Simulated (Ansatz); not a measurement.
**NiO: pressure series**

Start from NiO in the rock salt structure (space group Fm-3m, No. 225; a = 4.1886 Å; ferromagnetic).

Cell and atoms are relaxed at each pressure.

Level of theory: DFT with r2SCAN, PAW potentials and a 500 eV plane-wave cutoff in Ansatz (a program for electronic structure), no spin-orbit coupling.

Candidates:
(a) pressure 22.5 GPa
(b) pressure 15 GPa
(c) pressure −1 GPa

For the base:

| Property | Result |
|---|---|
| Band gap | 0.82 eV |

Task: Order them by band gap, lowest first.

Result: (a) pressure 22.5 GPa (0.49 eV), (b) pressure 15 GPa (0.60 eV), (c) pressure −1 GPa (0.84 eV)

Load acts through the strain it causes; cell and atoms are relaxed under it. No phonon test of stability was made. Competing high-pressure phases were not computed. No Hubbard U is applied and the magnetic state is the run's own (NiO ferromagnetic); small cells can't hold the antiferromagnetic order that many such compounds have, so gaps and moments can be off. A gap here joins edges of opposite spin (a spin-flip gap). In its common phase, real NiO is an antiferromagnetic insulator at low temperature.
